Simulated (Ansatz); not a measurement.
**Variants of one calculation on La2ZnRhO6 (P1, 20 atoms in the cell)**

```
CELL_PARAMETERS angstrom
      5.58400     0.00000     0.00000
      0.00000     5.65900     0.00000
     -5.58400     0.00000     7.91400
ATOMIC_POSITIONS crystal
  O  0.24964 0.79273 0.04411
  O  0.74788 0.28260 0.45736
  O  0.74682 0.21155 0.95195
  O  0.24580 0.71723 0.54872
  O  0.34443 0.29389 0.03689
  O  0.66223 0.78709 0.46221
  O  0.67314 0.70859 0.96018
  O  0.33156 0.19591 0.53656
  Zn 0.49291 0.98461 0.00091
  Zn 0.50626 0.50667 0.49852
  La 0.27550 0.45535 0.76069
  La 0.73913 0.96362 0.74636
  La 0.73077 0.54095 0.24457
  La 0.25690 0.04021 0.25018
  Rh 0.00056 0.49752 0.00586
  Rh 0.01917 0.00468 0.50070
  O  0.15394 0.02992 0.74686
  O  0.84904 0.52238 0.75151
  O  0.82145 0.98557 0.24886
  O  0.15288 0.47894 0.24701
```

Base run A: LDA (PW92), default PAW files made with PBE in Ansatz (a program for electronic structure), self-consistent single point.

Its settings: kpoints.mp_grid.grid = 5 4 3; hamiltonian.xc = lda; hamiltonian.pseudopotentials = {kind: paw} (the program's default PAW files); scf.occupations.method = cold; scf.occupations.width = 0.0037 Ry.

The starting cell comes from a database of published, mostly measured structures (it also holds non-ambient and calculated ones), without a prior relaxation at this level. Its atoms were displaced at random from the sites of space group no. 14. Spin polarisation is off. In the base run, with a pressure of about -9 GPa the cell is away from its equilibrium volume at this level. In the base run, forces exceed 1 eV/Å. Ansatz's pressure includes its estimate of the finite-basis (Pulay) stress.

ΔF is the free energy per atom less that of run A. 

Run A gave: pressure (GPa) -8.99; largest force (eV/Å) 3.768; k-points 31.

Runs:
- B: kpoints.mp_grid.grid: 5 4 3 → 2 2 2
- C: scf.occupations.width: 0.0037 Ry → 0.0073 Ry
- D: scf.convergence.dr2_threshold: default (1e-07 eV) → 1e-10 eV
- E: crystal.symmetry.detect: default → false
- F: scf.mixing.algorithm: default (the program chose MSR1) → broyden; scf.mixing.beta: default → 1
- G: scf.mixing.preconditioner: default (the program chose Kerker) → none
- H: scf.mixing.algorithm: default (the program chose MSR1) → broyden; scf.mixing.ndim: default → 3

**Question.** What does run C change against A?

**Answer.** The free energy is nearly the same (within 1 meV/atom), the pressure hardly changes (-8.99 to -9.01 GPa) and the largest force goes from 3.768 to 3.742 eV/Å.

```csv
run,ΔF (meV/atom),pressure (GPa),largest force (eV/Å),k-points
A,0.00,-8.99,3.768,31
B,-1.38,-9.02,3.879,8
C,0.39,-9.01,3.742,31
D,0.00,-8.99,3.768,31
E,0.00,-8.99,3.768,31
F,0.00,-8.99,3.768,31
G,0.00,-8.99,3.768,31
H,0.00,-8.99,3.768,31
```

Keys are those of Ansatz 0.2.
